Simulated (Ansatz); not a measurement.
Start from Sc in the hcp (Mg type) structure (space group P6_3/mmc, No. 194; a = 3.3295 Å, c = 5.1917 Å). Axes: x lies along a and z along c of the hexagonal cell.

All numbers come from plane-wave PAW DFT at the r2SCAN level (Ansatz, a program for electronic structure, 500 eV), scalar-relativistic without spin-orbit coupling.

Base values:

- Shortest interatomic distance: 3.230 Å

The change: a free-standing slab of 7 layers (7 atoms, 1 a layer) is cut normal to the z axis, with 15 Å of vacuum and the in-plane cell held at bulk.

**Question.** Predict the new change of the spacing d23 from its bulk value of 2.596 Å, shortest interatomic distance and excess energy per area of both faces.

**Answer.** The change of the spacing d23 from its bulk value of 2.596 Å is +0.7 %; the shortest interatomic distance decreases by 0.061 Å, from 3.230 Å to 3.169 Å; the excess energy per area of both faces (slab less bulk energy over the cell's area: twice a surface energy) amounts to 2.8 J/m² (uncertain by up to 0.1 J/m²).

The excess energy carries the mismatch between the slab's and the bulk's meshes. No phonon test of stability was made. All final runs are without spin polarisation.
